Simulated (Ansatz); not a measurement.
# NbAgO3 in the cubic perovskite structure (space group Pm-3m, No. 221; a cell from a computed database, its experimental status unchecked)

NbAgO₃ is taken in the cubic space group Pm-3m (No. 221), the cubic perovskite structure, Pearson symbol cP5. Conventional cell: a = 3.9499 Å, b = 3.9499 Å, c = 3.9499 Å, α = 90.00°, β = 90.00°, γ = 90.00°. Nb on 1a is surrounded by 6 O at 1.975 Å (octahedral). Ag on 1b has 12 O at 2.793 Å (cuboctahedral). O on 3d is coordinated by 2 Nb at 1.975 Å and 4 Ag at 2.793 Å (octahedral). (Neighbours: up to the widest gap in distance over summed covalent radii, below 1.35, at either atom; cation-cation and far metal-metal contacts left out.)

Calculations: PBEsol (Ansatz, a program for electronic structure), no spin-orbit coupling. Settings: 8×8×8 k-points, 0.05 eV Fermi–Dirac smearing.

```json
{
 "volume_per_atom": "12.32 Å³",
 "density": "6.70 g/cm³",
 "band_gap": "1.40 eV, indirect, M → X",
 "Lowest conduction-band minima above the VBM": "X along ⟨100⟩ 1.40 eV",
 "total_energy": "-2740.350 eV/atom (σ→0; compares only within this code and set-up)"
}
```

No phonon test of stability was made. Many cubic perovskites are stable only at high temperature; tilts and polar distortions were not tested.
